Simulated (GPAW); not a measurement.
Band structure of MgAl (P-6m2, 2 atoms in the cell).

```
MgAl
1.0
    2.99384     0.00000     0.00000
   -1.49692     2.59274     0.00000
    0.00000     0.00000     4.85148
Mg Al
1 1
Direct
  0.00000   0.00000   0.50000
  0.33333   0.66667   0.00000
```

Level of theory: LDA (Perdew-Wang 92), GPAW PAW datasets LDA (gpaw-data 1.0.1) (plane waves; GPAW 25.7.0).

Settings: mode = pw; ecut = 850 eV; xc = LDA; kpts = 10 10 6; mesh shift (steps) = 0 0 0; occupations.name = methfessel-paxton; occupations.width = 0.1 eV; occupations.order = 0; nbands = -6; convergence.density = 1e-05 e/electron; convergence.energy = 1e-05 eV/electron; symmetry.symmorphic = false; symmetry.tolerance = 0.0005; maxiter = 120.

The starting cell comes from a database of computed structures (which also holds hypothetical and non-ambient phases and stackings), without a prior relaxation at this level.

Levels in eV from the Fermi level, bands 4 to 10:
```csv
point,4,5,6,7,8,9,10
Γ,-42.67,-9.15,-2.95,-2.36,10.27,10.27,11.28
M,-42.68,-3.91,-3.59,1.54,2.54,2.80,3.37
K,-42.67,-2.31,-1.88,-1.83,2.74,3.92,4.30
A,-42.67,-8.25,-6.55,4.41,4.87,10.88,10.88
L,-42.68,-3.01,-2.83,-1.76,-0.55,6.55,7.68
H,-42.67,-1.37,-1.15,-1.02,-0.49,0.58,1.91
```

Bands cross the Fermi level along this path, so the cell is metallic at this level.
